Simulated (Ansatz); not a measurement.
The starting structures come from a database of crystals and need not be the phases stable at ambient conditions.

 Where the default PAW files enter, the runs use the earlier of Ansatz's two default sets.

## Evanescent states of LaSF (P4/nmm, not sure to be the ambient phase, 6 atoms a cell, 19.0 Å³ an atom) along the normal of (111)

All values below come from r2SCAN (plane waves, PAW; Ansatz, a quantum-chemistry and plane-wave program).

The gap is the functional's own, uncorrected, and κ follows it; spin-orbit coupling is left out. Mid-gap values are interpolated between the computed energies.

Energies count from the valence-band top; κ is the least over a 6×4 mesh across the current.

```json
[
 {"E (eV)": "0.05", "κ (1/Å)": "0.088", "where": "Γ"},
 {"E (eV)": "0.15", "κ (1/Å)": "0.117", "where": "Γ"},
 {"E (eV)": "0.25", "κ (1/Å)": "0.139", "where": "Γ"},
 {"E (eV)": "0.35", "κ (1/Å)": "0.157", "where": "Γ"},
 {"E (eV)": "0.45", "κ (1/Å)": "0.172", "where": "Γ"},
 {"E (eV)": "0.55", "κ (1/Å)": "0.185", "where": "Γ"},
 {"E (eV)": "0.65", "κ (1/Å)": "0.196", "where": "Γ"},
 {"E (eV)": "0.75", "κ (1/Å)": "0.206", "where": "Γ"},
 {"E (eV)": "0.85", "κ (1/Å)": "0.215", "where": "Γ"},
 {"E (eV)": "0.95", "κ (1/Å)": "0.223", "where": "Γ"},
 {"E (eV)": "1.05", "κ (1/Å)": "0.230", "where": "Γ"},
 {"E (eV)": "1.15", "κ (1/Å)": "0.236", "where": "Γ"},
 {"E (eV)": "1.25", "κ (1/Å)": "0.239", "where": "Γ"},
 {"E (eV)": "1.35", "κ (1/Å)": "0.221", "where": "Γ"},
 {"E (eV)": "1.45", "κ (1/Å)": "0.201", "where": "Γ"},
 {"E (eV)": "1.55", "κ (1/Å)": "0.177", "where": "Γ"},
 {"E (eV)": "1.65", "κ (1/Å)": "0.147", "where": "Γ"},
 {"E (eV)": "1.75", "κ (1/Å)": "0.108", "where": "Γ"},
 {"E (eV)": "1.85", "κ (1/Å)": "0.033", "where": "Γ"}
]
```

Problem. How thick must the barrier be to attenuate the transmission by 10^4 when the electrodes' Fermi level lies at 1.35 eV, and what attenuation does that film give at 1.45 eV?

Solution. d = 4 ln 10 / (2 × 0.221) = 20.8 Å. At 1.45 eV it gives 4 × 0.201/0.221 = 3.6 decades.
